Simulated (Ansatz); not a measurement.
## ZnSe, response to strain

Take ZnSe in the zinc blende structure (space group F-43m, No. 216; a = 5.6656 Å) as the base.

Strains are applied to the cell and any free atomic positions relax.

The values are results of r2SCAN (Ansatz, an electronic-structure program), no spin-orbit coupling, not measurements.

Candidates:
(a) isotropic strain +1.00 %
(b) isotropic strain +1.50 %
(c) isotropic strain +0.50 %
(d) isotropic strain +2.00 %

Before the change:

| Quantity | Result |
|---|---|
| Band gap | 1.87 eV |

### Question
Order them by band gap, lowest first.

### Answer
(d) isotropic strain +2.00 % (1.62 eV), (b) isotropic strain +1.50 % (1.68 eV), (a) isotropic strain +1.00 % (1.74 eV), (c) isotropic strain +0.50 % (1.80 eV)

Whether these cells are dynamically stable was not tested.
